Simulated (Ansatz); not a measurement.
```
CELL_PARAMETERS angstrom
      0.00000     3.19058     3.19058
      3.19058     0.00000     3.19058
      3.19058     3.19058     0.00000
ATOMIC_POSITIONS crystal
  Cl 0.00000 0.00000 0.00000
  K  0.50000 0.50000 0.50000
```

The cell is fixed at its relaxed static size. Melting and transitions to other phases are not modelled. An odd repeat of the supercell leaves out some zone-boundary points, where instabilities often lie.

**Question.** Is this phase dynamically stable in the harmonic approximation, and at 300, 600 K by the stochastic self-consistent harmonic approximation in a 3×3×3 supercell, Ansatz (an electronic-structure program), PBE functional, plane-wave PAW? Give the softest mode in each case.

**Answer.** Harmonic: softest mode 52 cm⁻¹ at q = (0.00, 0.33, 0.33), so stable at the wave vectors of the supercell. 300 K: stable, softest second derivative of the free energy 50 cm⁻¹ (error under 1) at q = (0.00, 0.33, 0.33), at 0.6 GPa in this cell. 600 K: stable, softest second derivative of the free energy 48 cm⁻¹ (error under 1) at q = (0.00, 0.33, 0.33), at 1.0 GPa in this cell. The verdict is statistical, holds for these wave vectors and this fixed cell alone, and errs towards stability where frames are few. Wave vectors are fractions of the primitive cell's reciprocal vectors.
